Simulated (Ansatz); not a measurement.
Checking a run of Ansatz (a quantum-chemistry and plane-wave program) on BaIn9Ir2 (P6/mmm, 12 atoms in the cell). The aim is a self-consistent single point with DFT, PBEsol, plane waves, default PAW files made with PBE.

Input as run:

Ansatz 0.2 input:
```yaml
crystal:
  lattice:
    - [8.85480000, 0.00000000, 0.00000000]
    - [-4.42740000, 7.66848200, 0.00000000]
    - [0.00000000, 0.00000000, 4.26960000]
  atoms:
    - { symbol: Ir, position: [0.66666700, 0.33333300, 0.00000000] }
    - { symbol: Ir, position: [0.33333300, 0.66666700, 0.00000000] }
    - { symbol: Ba, position: [0.00000000, 0.00000000, 0.00000000] }
    - { symbol: In, position: [0.41409000, 0.20704500, 0.50000000] }
    - { symbol: In, position: [0.20704500, 0.41409000, 0.50000000] }
    - { symbol: In, position: [0.79295500, 0.20704500, 0.50000000] }
    - { symbol: In, position: [0.58591000, 0.79295500, 0.50000000] }
    - { symbol: In, position: [0.79295500, 0.58591000, 0.50000000] }
    - { symbol: In, position: [0.20704500, 0.79295500, 0.50000000] }
    - { symbol: In, position: [0.00000000, 0.50000000, 0.00000000] }
    - { symbol: In, position: [0.50000000, 0.00000000, 0.00000000] }
    - { symbol: In, position: [0.50000000, 0.50000000, 0.00000000] }
basis:
  ecutwfc: 420.0
kpoints:
  mp_grid: { grid: [3, 3, 6] }
hamiltonian:
  xc: pbesol
  pseudopotentials: { kind: paw }
scf:
  occupations: { method: gaussian, width: 2.0 }
output:
  forces: true
  eigenvalues: true
  stress: true
```

The program printed (abridged):

```
   [... lines left out ...]
Bands: 126, of which v1, the nominal top of the filled ones, is band 81 counted from 1 (80 counted from 0)
Symmetry: 24 space group operations
Space group: P6/mmm (ITA 191), of the structure as read, at distance tolerance 6.6e-5 Å
k-points: 12 of 54
PAW frozen core: Ir, regenerated for the run's functional, and the local potential with it
PAW frozen core: Ba, regenerated for the run's functional, and the local potential with it
PAW frozen core: In, regenerated for the run's functional, and the local potential with it
Initial density: superposition of atomic densities (neutral atoms: chi_scale 0, normalization atom), corrected by the library's trained network
Initial wavefunctions: pseudopotential atomic-orbital guess
Eigensolver: davidson
Functional: x = pbesol(κ = 0.804, μ = 0.12345679012345678), c = pbesol(β = 0.046)
SCF iter   1: F=—  HF=-79197.830232 eV  |F-HF|=—  |Δ(HF+E_count)|=         —  Δρ=1.34e-2  dr2=2.43e0  ethr=1.77e-3  ⟨swp⟩=10.6  Hψ=8159  notcnv=0
all-band conjugate gradients solve this SCF's bands
preconditioner: auto → Kerker (q_TF=auto, 2.474 Å⁻¹)
SCF iter   2: F=—  HF=-79197.662795 eV  |F-HF|=—  |Δ(HF+E_count)|=   1.67e-1  Δρ=7.67e-3  dr2=1.06e0  ethr=1.51e-3  ⟨swp⟩=1.0  Hψ=1740  notcnv=0
   [... lines left out ...]
SCF iter   6: F=—  HF=-79197.523285 eV  |F-HF|=—  |Δ(HF+E_count)|=   9.75e-5  Δρ=3.57e-5  dr2=5.65e-6  ethr=5.46e-8  ⟨swp⟩=2.8  Hψ=2619  notcnv=0
SCF iter   7: F=—  HF=-79197.523284 eV  |F-HF|=—  |Δ(HF+E_count)|=   1.09e-6  Δρ=8.78e-6  dr2=4.79e-7  ethr=3.51e-9  ⟨swp⟩=2.7  Hψ=2460  notcnv=0
SCF iter   8: F=-79197.523284 eV  HF=-79197.523284 eV  |F-HF|=3.24e-8  |Δ(HF+E_count)|=   6.03e-8  Δρ=3.42e-6  dr2=8.31e-8  ethr=6.21e-11  ⟨swp⟩=10.0  Hψ=6944  notcnv=0
SCF 1 converged in 8 iterations: F = -79197.523284 eV  dr2 = 8.31e-8
Free energy (F): -79197.523284 eV
Internal energy: -79186.485405 eV  (E = F + TS)
E sigma→0 (E₀):  -79192.004344 eV
Entropy (-TS):   -11.037879 eV (-919.823 meV/atom)
Fermi energy:    12.173261 eV
--- Forces (eV/Å), atoms counted from 1 ---
  atom   1  Ir     0.00000000    -0.00000000     0.00000000
  atom   2  Ir    -0.00000000     0.00000000     0.00000000
  atom   3  Ba     0.00000000    -0.00000000     0.00000000
  atom   4  In    -0.16498903    -0.09525646     0.00000000
  atom   5  In     0.00000000    -0.19051292     0.00000000
  atom   6  In     0.16498903    -0.09525646     0.00000000
  atom   7  In     0.16498903     0.09525646     0.00000000
   [... lines left out ...]
  atom  12  In    -0.00000000     0.00000000     0.00000000
--- Stress (GPa, compression-positive) ---
        5.827916       0.000000       0.000000
        0.000000       5.827916       0.000000
        0.000000       0.000000       2.854707
  P = ⅓ Tr σ = 4.8368 GPa (48.368 kbar)
  The stress holds the Pulay correction. Without it, at fixed plane waves, as pw.x and ABINIT print it: P = 4.7906 GPa
```

### Question
Is this run sound? If not, what is wrong?

### Answer
The run is not sound. The fault is a smearing width that is far too large. A width of many tenths of an electronvolt moves electrons far across the Fermi level or the gap, and the free energy and its derivatives carry a large smearing term. To fix it, use a width small against the gap or band features. The run converged in 8 iterations without an error; against the sound input the free energy falls by 398 meV/atom, the pressure goes from 0.62 to 4.84 GPa and the largest force goes from 0.078 to 0.191 eV/Å.

An input that runs soundly differs in these lines (not the only fix; some lines may just follow from the change or write a value another way):
```diff
-  occupations: { method: gaussian, width: 2.0 }
+  occupations: { method: gaussian, width: 0.05 }
```

With that input, the run converged in 7 iterations: free energy E − TS (on the zero of these files) -79192.7462 eV; Fermi level (on the code's own zero) 12.31 eV; pressure 0.62 GPa; largest force (vector length) 0.078 eV/Å (DFT, PBEsol, plane waves, default PAW files made with PBE).

On the sound input: the starting cell comes from a database of published, mostly measured structures (it also holds non-ambient and calculated ones), without a prior relaxation at this level. Spin-orbit coupling is off. Spin polarisation is off. Ansatz's pressure includes its estimate of the finite-basis (Pulay) stress.
